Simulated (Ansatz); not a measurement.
Consider TiC in the rock salt structure (space group Fm-3m, No. 225; relaxed with 0.1 eV smearing).

```xyz
2
Lattice="0.0000 2.1639 2.1639 2.1639 0.0000 2.1639 2.1639 2.1639 0.0000" Properties=species:S:1:pos:R:3 pbc="T T T"
Ti     0.0000     0.0000     0.0000
C      2.1639     2.1639     2.1639
```

Cartesian axes are those of the cell as printed.

Level of theory: r2SCAN in Ansatz (plane waves to 500 eV, PAW, spin-orbit coupling left out).

Strains are applied to the cell and any free atomic positions relax; under biaxial strain the out-of-plane vector relaxes too.

One change was made to it. Results:

| quantity | base | after |
|---|---|---|
| energy relative to the base (free energy F) | 0 meV/atom | +0.7 meV/atom |
| shortest interatomic distance | 2.164 Å | 2.159 Å |

Task: Which of these changes matches the shifts?
A) biaxial strain −0.42 %, plane normal [111], relaxed out of plane
B) biaxial strain −2.08 %, plane normal [111], relaxed out of plane
C) biaxial strain −2.50 %, plane normal [111], relaxed out of plane

Result: A, biaxial strain −0.42 %, plane normal [111], relaxed out of plane. For comparison, the energy relative to the base in the other runs: biaxial strain −2.50 %, plane normal [111], relaxed out of plane gives +24 meV/atom; biaxial strain −2.08 %, plane normal [111], relaxed out of plane gives +17 meV/atom.

No phonon test of stability was made. All final runs are without spin polarisation.

Ansatz is an electronic-structure program.
